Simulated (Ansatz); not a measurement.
Structures of equal composition on the (111) surface of fcc Pt: a layer of Os in place of the second plane; a layer of Os in place of the third plane. The slabs share one bottom face, and each structure is named by its start. These are constructed structures in small cells; real faces may alloy, dewet or reconstruct in larger ones, and not all known structures of the face are among them. Slabs of about 11 Å with all that they carry, Fermi-Dirac smearing of 0.1 eV. Bottom of the slabs: a bare face, its two planes held. Relaxed from the named starts with such symmetry as they have, on meshes of like density; energies extrapolated to zero smearing; no spin-orbit coupling, no U. Spin-polarised runs, if any, are marked in brackets, and their order is one that fits the cell; the others ran without spin.

Level of theory: PBE (plane waves to 420 eV, PAW; Ansatz, a program for electronic structure).

Rank these by energy per 1x1 cell (lowest first), as PBE gives it.

a layer of Os in place of the third plane (0.000 eV), a layer of Os in place of the second plane (0.171 eV)
